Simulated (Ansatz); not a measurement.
Ga₂O₃ (model structure, started from the A-La2O3 type, P-3m1, No. 164, 5 atoms in the cell)

Calculation: LDA in Ansatz (PAW).

Numerical settings: plane-wave cutoff 520 eV, 12×12×8 k mesh (along the axes of the cell as run), Fermi–Dirac smearing 0.01 eV, scalar-relativistic PAW data made under PBE.

Cell (relaxed at this level):

Space group P-3m1 (No. 164); a = b = 2.972 Å, c = 6.593 Å, α = β = 90.00°, γ = 120.00°

```
atom  site  symmetry       x       y       z
----  ----  --------  ------  ------  ------
Ga      2d       3m.  0.3333  0.6667  0.2093
O       1a      -3m.  0.0000  0.0000  0.0000
O       2d       3m.  0.6667  0.3333  0.3171
```

```yaml
band_gap: 2.42 eV (on the SCF k mesh)
bulk modulus B0: 66.0 GPa
```

Note: the bulk modulus is −V dP/dV from two relaxed cells at ±2 % in volume; the relaxation could raise the start's symmetry but not lower it, so the cell can be a saddle point.

Spin–orbit coupling is not included.

Static lattice: no zero-point or thermal effects.

Computing time: about 3 core-minutes (a rough figure).

A model structure was made by putting elements into a prototype or built by hand; it is no filed structure, need not be a known phase, and can be a saddle point held by its symmetry.

Ansatz is an electronic-structure program.
